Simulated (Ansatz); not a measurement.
Worked example: relaxation of cell and atoms of Sb (R-3m, 2 atoms in the cell) in Ansatz (a program for electronic structure).

Method of the run: PBE, PAW files (plane waves; Ansatz).

```
CELL_PARAMETERS angstrom
      3.89204    -2.11944     0.00000
      3.89204     2.11944     0.00000
      2.73789     0.00000     3.48483
ATOMIC_POSITIONS crystal
  Sb 0.23350 0.23350 0.23350
  Sb 0.76650 0.76650 0.76650
```

Reference input (self-consistent single point, DFT, PBE, plane waves, PAW files): kpoints.mp_grid.grid = 8 8 8; hamiltonian.xc = pbe; hamiltonian.pseudopotentials = {kind: paw} (an earlier, softer set of the program's PAW files); scf.occupations.method = fermi_dirac; scf.occupations.width = 0.1 eV. This run's input differs from it in these lines:

```diff
@@ -20,2 +20,4 @@
     width: 0.1 eV
+relax:
+  cell: {}
 output:
```

The program printed (abridged):

```
   [... SCF lines of the steps left out ...]
relax step   1: F+E_penalty+E_count = -12969.05666105 eV  Δ(F+E_penalty+E_count) = +0.000e0 eV  max|allowed force component| = 4.386e-1 eV/Å  Δτ_max = 0.0000 Å  P = +6.121 GPa  Ω = 57.492 Å³  (7 SCF iters, dr2 threshold 1.00e-7 eV, accepted)
relax step   2: F+E_penalty+E_count = -12969.11537377 eV  Δ(F+E_penalty+E_count) = -5.871e-2 eV  max|allowed force component| = 4.553e-1 eV/Å  Δτ_max = 0.0377 Å  P = -2.547 GPa  Ω = 65.781 Å³  energy of the carried Pulay correction = -8.483e-4 eV  [...]
   [... lines left out ...]
relax step   6: F+E_penalty+E_count = -12969.15925145 eV  Δ(F+E_penalty+E_count) = -5.363e-5 eV  max|allowed force component| = 1.802e-3 eV/Å  Δτ_max = 0.0002 Å  P = -0.002 GPa  Ω = 63.827 Å³  energy of the carried Pulay correction = -6.586e-4 eV  [...]
relax step   7: F+E_penalty+E_count = -12969.15995027 eV  Δ(F+E_penalty+E_count) = -6.988e-4 eV  max|allowed force component| = 1.416e-3 eV/Å  Δτ_max = 0.0000 Å  P = +0.000 GPa  Ω = 63.827 Å³  stress off target by 4.56e-3 GPa  SCF on the basis [...]
basis re-selected at this cell: Δ(F+E_penalty+E_count) = -6.988e-4 eV, ΔP = +0.002 GPa vs the last step
the relaxation is at rest under the 12 symmetry operations that the run kept from its start: a minimum is not shown …
Free energy (F): -12969.159950 eV
Internal energy: -12969.149878 eV  (E = F + TS)
E sigma→0 (E₀):  -12969.154914 eV
Entropy (-TS):   -0.010072 eV (-5.036 meV/atom)
Fermi energy:    9.514954 eV
--- Forces (eV/Å), atoms counted from 1 ---
  atom   1  Sb     0.00141608     0.00000000     0.00046900
   [... lines left out ...]
  cell:  # Å, volume = 63.8266 Å³
    - [4.052792185384878, -2.18734330727122, 0.011941767149173218]
    - [4.052792185384878, 2.18734330727122, 0.011941767149173225]
    - [2.861658084304481, 5.241655644204626e-18, 3.608413897561973]
  atoms:
    - { symbol: Sb, position: [0.2324465825680126, 0.2324465825680126, 0.23244658256801246] }
    - { symbol: Sb, position: [0.7675534174319875, 0.7675534174319875, 0.7675534174319872] }
```

The run converged. 

Summary of the result:
* **Free energy E − TS (on the zero of these files)**: -12969.1600 eV
* **Fermi level (on the code's own zero)**: 9.51 eV
* **Pressure**: 0.00 GPa
* **Largest force (vector length)**: 0.001 eV/Å
* **Final cell**: a = b = c = 4.605 Å, α = β = γ = 56.71°
* **Final volume per atom**: 31.91 Å³
* **Relaxation steps**: 7

The starting cell has typed, rounded lattice constants, without a prior relaxation at this level. Its lattice was rescaled by a random factor within 2.5 % of one. The relaxation keeps the symmetry of its start, so its end need not be a minimum. Ansatz's pressure includes its estimate of the finite-basis (Pulay) stress.

Cost on one core of a shared machine: roughly 50 s.

Keys are those of Ansatz 0.2.
